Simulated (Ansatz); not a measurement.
Input and output of a self-consistent single point for BeTe (F-43m, 2 atoms in the cell) (Ansatz, a quantum-chemistry and plane-wave program).

Method of the run: PBE (plane waves, PAW; Ansatz).

```
CELL_PARAMETERS angstrom
      0.00000     2.80092     2.80092
      2.80092     0.00000     2.80092
      2.80092     2.80092     0.00000
ATOMIC_POSITIONS crystal
  Be 0.00000 0.00000 0.00000
  Te 0.25000 0.25000 0.25000
```

Reference input (self-consistent single point, DFT, PBE, plane waves, default PAW files): basis.ecutwfc = 420 eV; kpoints.mp_grid.grid = 8 8 8; hamiltonian.xc = pbe; hamiltonian.pseudopotentials = {kind: paw} (the program's default PAW files); scf.occupations.method = fermi_dirac; scf.occupations.width = 0.05 eV. This run's input differs from it in these lines:

Ansatz 0.2 input:
```diff
@@ -10,3 +10,3 @@
 basis:
-  ecutwfc: 420.0
+  ecutwfc: 190.0
 kpoints:
```

Output, abridged:

```
SCF iter   1: F=—  HF=-7063.153044 eV  |F-HF|=—  |Δ(HF+E_count)|=         —  Δρ=5.97e-2  dr2=7.78e-1  ethr=1.77e-3  ⟨swp⟩=5.7  Hψ=2106  notcnv=0
all-band conjugate gradients solve this SCF's bands
preconditioner: auto → none
SCF iter   2: F=—  HF=-7062.252864 eV  |F-HF|=—  |Δ(HF+E_count)|=   9.00e-1  Δρ=2.18e-2  dr2=9.64e-2  ethr=1.77e-3  ⟨swp⟩=2.0  Hψ=987  notcnv=0
SCF iter   3: F=—  HF=-7062.175879 eV  |F-HF|=—  |Δ(HF+E_count)|=   7.70e-2  Δρ=4.07e-3  dr2=5.55e-3  ethr=5.36e-4  ⟨swp⟩=2.0  Hψ=754  notcnv=0
SCF iter   4: F=—  HF=-7062.173672 eV  |F-HF|=—  |Δ(HF+E_count)|=   2.21e-3  Δρ=1.02e-3  dr2=2.47e-4  ethr=3.08e-5  ⟨swp⟩=2.0  Hψ=744  notcnv=0
SCF iter   5: F=—  HF=-7062.173788 eV  |F-HF|=—  |Δ(HF+E_count)|=   1.16e-4  Δρ=1.67e-4  dr2=1.12e-5  ethr=1.37e-6  ⟨swp⟩=2.2  Hψ=463  notcnv=0
SCF iter   6: F=—  HF=-7062.173501 eV  |F-HF|=—  |Δ(HF+E_count)|=   2.87e-4  Δρ=1.91e-5  dr2=1.87e-7  ethr=6.21e-8  ⟨swp⟩=2.0  Hψ=488  notcnv=0
SCF iter   7: F=-7062.173501 eV  HF=-7062.173501 eV  |F-HF|=3.76e-10  |Δ(HF+E_count)|=   3.43e-8  Δρ=1.04e-6  dr2=2.45e-10  ethr=5.56e-10  ⟨swp⟩=5.0  Hψ=1526  notcnv=0
SCF 1 converged in 7 iterations: F = -7062.173501 eV  dr2 = 2.45e-10
Free energy (F): -7062.173501 eV
Internal energy: -7062.173501 eV  (E = F + TS)
E sigma→0 (E₀):  -7062.173501 eV
Fermi energy:    8.556040 eV
--- Forces (eV/Å), atoms counted from 1 ---
  atom   1  Be     0.00000000    -0.00000000    -0.00000000
  atom   2  Te     0.00000000    -0.00000000    -0.00000000
--- Stress (GPa, compression-positive) ---
       -1.979509      -0.000000       0.000000
        0.000000      -1.979509       0.000000
       -0.000000       0.000000      -1.979509
  P = ⅓ Tr σ = -1.9795 GPa (-19.795 kbar)
  The stress holds the Pulay correction. Without it, at fixed plane waves, as pw.x and ABINIT print it: P = -206.1239 GPa
```

The run converged in 7 iterations. Against the reference run the free energy rises by 5.63 eV/atom, the pressure goes from 1.99 to -1.98 GPa and the gap on the mesh goes from 1.949 to 2.020 eV.

The starting cell has typed, rounded lattice constants, without a prior relaxation at this level. Its lattice was rescaled by up to half a per cent. Spin-orbit coupling is off. Ansatz's pressure includes its estimate of the finite-basis (Pulay) stress. Without the estimate this run gives -206.12 GPa. The cutoff lies below the one recommended for these files.
